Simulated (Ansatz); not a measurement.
Al on the 1x1 (111) surface of fcc Cu, one in a 2x2 cell, energies for each (22.8 Å²). Energies are against an atom of fcc Al, without zero-point or thermal terms; each row is named by its start.

Level of theory: PBE (plane waves to 420 eV, PAW; Ansatz, a program for electronic structure).

Slab: 17 atoms, 6.2 Å thick at the start under the adsorbate (thin: gaps and levels are the slab's own); k 6x6x1, smearing 0.1 eV, dipole-corrected; 8 atoms held, the rest relaxed; each run with such symmetry as its start has; no spin, no spin-orbit, no U, no dispersion correction.

A negative adsorption energy means that the adsorbate is more stable on the surface than in its reference. Starts that drift may end in the same place. Heights count from the host atoms within 0.3 Å of the top one.

| starting site | E_ads (eV) | height (Å) | nearest host atom (Å) | bonded to | Δ work function (eV) | lateral drift (Å) |
|---|---|---|---|---|---|---|
| top Cu | 0.88 | … | Cu 2.28 | Cu | -0.63 | 0.0 |
| hollow Cu-Cu-Cu over Cu at depth 2.1 Å | 0.54 | 1.89 | Cu 2.44 | 3 Cu | -0.72 | 0.0 |
| hollow Cu-Cu-Cu over Cu at depth 4.1 Å | 0.52 | 1.88 | Cu 2.44 | 3 Cu | -0.72 | 0.0 |
| bridge Cu-Cu (span 2.6 Å) | 0.52 | 1.88 | Cu 2.43 | 3 Cu | -0.72 | 0.7 |

Question: Fill in the missing entries.

Answer: 
- top Cu, height (Å): 1.98
